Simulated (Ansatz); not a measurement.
The reference is PbSe in the rock salt structure (space group Fm-3m, No. 225; a = 6.1780 Å). Axes: x, y, z lie along the cube axes.

Method: r2SCAN, PAW, 500 eV (Ansatz, an electronic-structure program; spin-orbit coupling left out).

It is then changed as follows: the cell is stretched by 1.50 % along z with no lateral relaxation; the atoms relax in the strained cell.

### Question
Predict the stress tensor and what it implies for the stiffness.

### Answer
Stress of the strained cell less that of the base (GPa, compression positive):
```
  -0.20    0.00    0.00
   0.00   -0.20    0.00
   0.00    0.00   -1.74
```

Then −Δσ_ii/ε with ε = 0.0150 gives secant stiffness values (nonlinear terms included at this strain): C33 ≈ 116 GPa.

Whether these cells are dynamically stable was not tested.
